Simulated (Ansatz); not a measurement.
Er₅Ge₃ (P6₃/mcm, No. 193)

These are r²SCAN+rVV10 (plane waves, PAW; Ansatz, a first-principles code) values and carry that method's errors.

Numerical settings: plane-wave cutoff 500 eV, 6×6×6 k mesh, Fermi–Dirac smearing 0.05 eV, spin-polarised start, scalar-relativistic PAW data made under PBE.

Cell: relaxed at this level.

```json
{
 "volume_per_atom": "24.16 Å³/atom",
 "lattice_constant_a": "8.356 Å",
 "c axis length": "6.392 Å"
}
```

Note: the magnetic order was assumed, not searched for or taken from measurement; the 4f shell is treated without U or exact exchange, so its levels and filling can be wrong.

Spin–orbit coupling is not included.

Static lattice: no zero-point or thermal effects.

It cost very roughly 120 core-minutes of CPU time.
